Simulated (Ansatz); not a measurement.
Ansatz (a program for electronic structure) run on Bi2Se3 (R-3m, 5 atoms in the cell): self-consistent single point.

Level of theory: PBE, PAW files (plane waves; Ansatz).

The change in words: lattice scaled by 0.985. Reference geometry:
```xyz
5
Lattice="2.0496 1.1833 9.7568 -2.0496 1.1833 9.7568 0.0000 -2.3667 9.7568" Properties=species:S:1:pos:R:3 pbc="T T T"
Bi     0.0000     0.0000    11.6624
Bi     0.0000     0.0000    17.6078
Se     0.0000     0.0000     0.0000
Se     0.0000     0.0000     6.3141
Se     0.0000     0.0000    22.9562
```

Reference input (self-consistent single point, DFT, PBE, plane waves, PAW files): basis.ecutwfc = 420 eV; kpoints.mp_grid.grid = 4 4 4; hamiltonian.xc = pbe; hamiltonian.pseudopotentials = {kind: paw} (the program's default PAW files); scf.occupations.method = fermi_dirac; scf.occupations.width = 0.05 eV. This run's input differs from it in these lines:

```diff
@@ -3,5 +3,5 @@
   lattice:
-    - [2.049580, 1.183325, 9.756753]
-    - [-2.049580, 1.183325, 9.756753]
-    - [0.000000, -2.366651, 9.756753]
+    - [2.018836, 1.165575, 9.610402]
+    - [-2.018836, 1.165575, 9.610402]
+    - [0.000000, -2.331151, 9.610402]
   atoms:
```

Output, abridged:

```
SCF iter   1: F=—  HF=-41207.975774 eV  |F-HF|=—  |Δ(HF+E_count)|=         —  Δρ=2.94e-2  dr2=4.86e0  ethr=3.10e-3  ⟨swp⟩=8.5  Hψ=2504  notcnv=0
all-band conjugate gradients solve this SCF's bands
preconditioner: auto → Kerker (q_TF=auto, 2.488 Å⁻¹)
SCF iter   2: F=—  HF=-41207.560248 eV  |F-HF|=—  |Δ(HF+E_count)|=   4.16e-1  Δρ=1.68e-2  dr2=1.65e0  ethr=3.10e-3  ⟨swp⟩=2.0  Hψ=796  notcnv=0  defer=20
   [... lines left out ...]
SCF iter   7: F=—  HF=-41207.351689 eV  |F-HF|=—  |Δ(HF+E_count)|=   1.50e-4  Δρ=7.95e-5  dr2=1.67e-5  ethr=1.93e-7  ⟨swp⟩=2.0  Hψ=995  notcnv=0  defer=21
SCF iter   8: F=—  HF=-41207.351689 eV  |F-HF|=—  |Δ(HF+E_count)|=   1.21e-7  Δρ=2.93e-5  dr2=1.77e-6  ethr=2.14e-8  ⟨swp⟩=2.0  Hψ=1085  notcnv=0  defer=21
SCF iter   9: F=—  HF=-41207.351693 eV  |F-HF|=—  |Δ(HF+E_count)|=   3.73e-6  Δρ=1.35e-5  dr2=3.02e-7  ethr=2.27e-9  ⟨swp⟩=2.0  Hψ=1077  notcnv=0  defer=21
SCF iter  10: F=-41207.351694 eV  HF=-41207.351694 eV  |F-HF|=3.18e-8  |Δ(HF+E_count)|=   9.00e-7  Δρ=2.98e-6  dr2=1.97e-8  ethr=1.28e-10  ⟨swp⟩=11.8  Hψ=2751  notcnv=0
SCF 1 converged in 10 iterations: F = -41207.351694 eV  dr2 = 1.97e-8
Free energy (F): -41207.351694 eV
Internal energy: -41207.351294 eV  (E = F + TS)
E sigma→0 (E₀):  -41207.351494 eV
Entropy (-TS):   -0.000400 eV (-0.080 meV/atom)
Fermi energy:    9.662544 eV
--- Forces (eV/Å), atoms counted from 1 ---
  atom   1  Bi     0.00000000     0.00000001    -0.28947488
  atom   2  Bi    -0.00000000    -0.00000001     0.28947488
  atom   3  Se     0.00000000     0.00000000    -0.00000000
  atom   4  Se     0.00000000     0.00000002    -0.87080297
  atom   5  Se    -0.00000000    -0.00000002     0.87080297
--- Stress (GPa, compression-positive) ---
        7.907864       0.000000       0.000000
        0.000000       7.907864       0.000000
        0.000000       0.000000       7.391599
  P = ⅓ Tr σ = 7.7358 GPa (77.358 kbar)
  The stress holds the Pulay correction. Without it, at fixed plane waves, as pw.x and ABINIT print it: P = 7.7227 GPa
```

The run converged in 10 iterations. Against the reference run the free energy rises by 46.0 meV/atom, the pressure goes from 4.12 to 7.74 GPa, the largest force goes from 0.448 to 0.871 eV/Å and the gap on the mesh goes from 0.416 to 0.388 eV.

The starting cell comes from a database of computed structures (which also holds hypothetical and non-ambient phases and stackings), without a prior relaxation at this level. Its lattice was rescaled by a random factor within 2.5 % of one. For this run, on top of that: lattice scaled by 0.985. Spin-orbit coupling is off. Ansatz's pressure includes its estimate of the finite-basis (Pulay) stress.

Keys are those of Ansatz 0.2.
